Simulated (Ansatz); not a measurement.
# A computed series for Ag: response to strain

Start from Ag in the fcc (Cu type) structure (space group Fm-3m, No. 225; relaxed with 0.1 eV smearing).

```
CELL_PARAMETERS angstrom
      0.00000     2.05214     2.05214
      2.05214     0.00000     2.05214
      2.05214     2.05214     0.00000
ATOMIC_POSITIONS crystal
  Ag 0.00000 0.00000 0.00000
```

Cartesian axes are those of the cell as printed.

Strains are applied to the cell and any free atomic positions relax; under biaxial strain the out-of-plane vector relaxes too.

Computed with Kohn–Sham DFT with the r2SCAN functional, run in Ansatz (a first-principles code) with PAW and 500 eV plane waves, no SOC.

Notes on the quantities. energy relative to the base: free energy F; in-plane stress: mean in-plane stress (compression positive).

```csv
variant,energy relative to the base,out-of-plane strain,in-plane stress
base,0 meV/atom,–,–
"biaxial strain +0.42 %, plane normal [111], relaxed out of plane",+0.3 meV/atom,-0.37 %,-0.7 GPa
"biaxial strain +0.83 %, plane normal [111], relaxed out of plane",+1.2 meV/atom,-0.73 %,-1.3 GPa
"biaxial strain +1.25 %, plane normal [111], relaxed out of plane",+2.7 meV/atom,-1.11 %,-1.9 GPa
"biaxial strain +1.67 %, plane normal [111], relaxed out of plane",+4.7 meV/atom,-1.49 %,-2.5 GPa
"biaxial strain +2.08 %, plane normal [111], relaxed out of plane",+7.1 meV/atom,-1.86 %,-3.0 GPa
"biaxial strain +2.50 %, plane normal [111], relaxed out of plane",+10 meV/atom,-2.24 %,-3.4 GPa
```

No phonon test of stability was made.
